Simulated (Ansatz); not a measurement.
A 16-atom cell of (Cd,Hg)S started in the zinc blende structure, site fractions Cd 0.500, Hg 0.500, short-range order 0.00 among the nearest mixed sites of the first mixed sublattice (0 is random, a negative value favours unlike neighbours), space group R3m at the end, an ordered arrangement that its symmetry holds. The mixed sublattice has 8 sites.

The mixing enthalpy is taken against the end members in the zinc blende type (which need not be the stable form of CdS and HgS), relaxed in the same cell and mesh.

All values below come from PBE (plane waves to 420 eV, PAW; Ansatz, a quantum-chemistry and plane-wave program). Scalar-relativistic, without spin–orbit coupling; with elements this heavy it can move edges by tenths of an eV. Its k-point mesh 4×4×4, Fermi–Dirac width 0.01 eV.

```tsv
cell	energy at zero smearing (eV)
CdS	-73262.628
HgS	-117726.480
CdHgS2	-95494.510
```

**Question.** Work out the mixing enthalpy per mixed site and the interaction parameter Ω of a regular solution.

**Answer.** With x = 4/8 of the second end member, ΔH = [-95494.510 − 4/8 × (-73262.628) − 4/8 × (-117726.480)] / 8 = 5.5 meV against the separate end members. Ω = ΔH / x(1 − x) = 22 meV.
